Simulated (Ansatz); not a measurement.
The parent structure is Si in the diamond structure (space group Fd-3m, No. 227; a = 5.402 Å). Axes: x, y, z lie along the cube axes.

Calculations: LDA (Ansatz, an electronic-structure program), spin-orbit coupling left out.

Strains are applied to the cell and any free atomic positions relax.

One change was made to it. Results:

The pressure (mean of the normal stresses, compression positive) goes up by 0.49 GPa, from -0.01 GPa to 0.48 GPa; the valence-band top at Γ (three highest levels, from the VBM) goes from 0.00, 0.00, 0.00 eV to 0.00, -0.04, -0.04 eV.

Task: What was done to the base?
(A) uniaxial strain ε_zz = +0.50 %
(B) uniaxial strain ε_zz = −0.50 %
(C) uniaxial strain ε_zz = −2.50 %

Result: B, uniaxial strain ε_zz = −0.50 %. For comparison, the valence-band top at Γ in the other runs: uniaxial strain ε_zz = +0.50 % gives 0.00, 0.00, -0.04 eV; uniaxial strain ε_zz = −2.50 % gives 0.00, -0.18, -0.18 eV.

The levels and masses belong to the bands next to the band gap. Stability against distortions was not tested.
